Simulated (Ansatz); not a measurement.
Related cells compared by their band gap.

Cell A: CsSnI3 (cubic perovskite, Pm-3m), 5 atoms in the cell, k-point mesh 6×6×6 on the run's own vectors.
```yaml
crystal:
  lattice:
    - [6.28623, 0.00000, 0.00000]
    - [0.00000, 6.28623, 0.00000]
    - [0.00000, 0.00000, 6.28623]
  atoms:
    - { symbol: Cs, position: [0.50000, 0.50000, 0.50000] }
    - { symbol: Sn, position: [0.00000, 0.00000, 0.00000] }
    - { symbol: I, position: [0.50000, 0.00000, 0.00000] }
    - { symbol: I, position: [0.00000, 0.50000, 0.00000] }
    - { symbol: I, position: [0.00000, 0.00000, 0.50000] }
```

Cell B: CsSnI3 (Pnma), 20 atoms in the cell, k-point mesh 4×4×3 on the run's own vectors.
```
CELL_PARAMETERS angstrom
      0.00000     0.00000     8.68235
      8.94601     0.00000     0.00000
      0.00000    12.53928     0.00000
ATOMIC_POSITIONS crystal
  Cs 0.51877 0.43991 0.25000
  Cs 0.48123 0.56009 0.75000
  Cs 0.01877 0.06009 0.75000
  Cs 0.98123 0.93991 0.25000
  Sn 0.50000 0.00000 0.50000
  Sn 0.00000 0.50000 0.50000
  Sn 0.00000 0.50000 0.00000
  Sn 0.50000 0.00000 0.00000
  I  0.56726 0.99420 0.75000
  I  0.43274 0.00580 0.25000
  I  0.06726 0.50580 0.25000
  I  0.93274 0.49420 0.75000
  I  0.79511 0.20704 0.03255
  I  0.20489 0.79296 0.96745
  I  0.29511 0.29296 0.96745
  I  0.70489 0.70704 0.03255
  I  0.70489 0.70704 0.46745
  I  0.29511 0.29296 0.53255
  I  0.20489 0.79296 0.53255
  I  0.79511 0.20704 0.46745
```

Plane-wave PAW calculations with Ansatz (a first-principles code), its default PAW set, cutoff 420 eV, 500 eV for r2SCAN. The structures are at rest with PBE; other levels are single points on them. HSE06 runs on coarser k-point meshes, which give the PBE gaps of the finer ones within 0.03 eV. Neutral cells; Fermi-Dirac smearing of at most 0.05 eV in the solids, energies taken to zero width. The lattices are those relaxed with PBE, so at other levels the solids can be strained, which adds to the spread. Larger cells are relaxed from a start prepared with the learned potential CHGNet, on a coarser mesh till forces fall under 0.03 eV/Å, which some starts already meet. No structure search was made; lower ones may exist. The runs are scalar-relativistic, without spin-orbit coupling. A dispersion term ran beside these levels; it doesn't touch the electrons. Gaps are highest filled to lowest empty Kohn-Sham level on the run's k-point mesh, states of defects and surfaces included; edges off the mesh make the true gap smaller, and under 0.08 eV counts as none.

Give the band gap (eV) at the level HSE06, cell by cell.


```
system  HSE06
------  -----
A        0.83
B        1.27
```

With HSE06 the value of B exceeds that of A by 0.44 eV.

How do the other levels compare?


| system | PBE | r2SCAN |
|---|---|---|
| A | 0.48 (direct) | 0.60 (direct) |
| B | 0.87 | 1.02 |

With PBE the value of B exceeds that of A by 0.39 eV. With r2SCAN the value of B exceeds that of A by 0.42 eV.
